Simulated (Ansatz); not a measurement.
The starting structures come from a database of crystals and need not be the phases stable at ambient conditions.

 Where the default PAW files enter, the runs use the earlier of Ansatz's two default sets.

Inside the gap of an insulator the Bloch states are evanescent, with a wavenumber k + iκ along the transport direction.

Input:

```
NaH
1.0
    3.33618     0.00000     0.00000
    0.00000     3.33618     0.00000
    1.66809    -1.66809     2.35903
Na H
1 1
Direct
  0.00000   0.00000   0.00000
  0.50000   0.50000   0.00000
```

Space group of this cell: Fm-3m, rock salt. The cell was relaxed by PBE-D3(BJ); by r2SCAN its mean pressure is 1.3 GPa.

Transport runs along the normal of the first two printed cell vectors, the (001) plane of the conventional cell.

No gap correction and no spin-orbit coupling; mid-gap values are interpolated between computed energies.

### Question
State the band gap and the smallest decay constant κ at mid-gap according to r2SCAN in Ansatz (a quantum-chemistry and plane-wave program).

### Answer
Gap 4.49 eV on a 12×12×12 mesh; κ = 0.369 1/Å, at the zone centre.
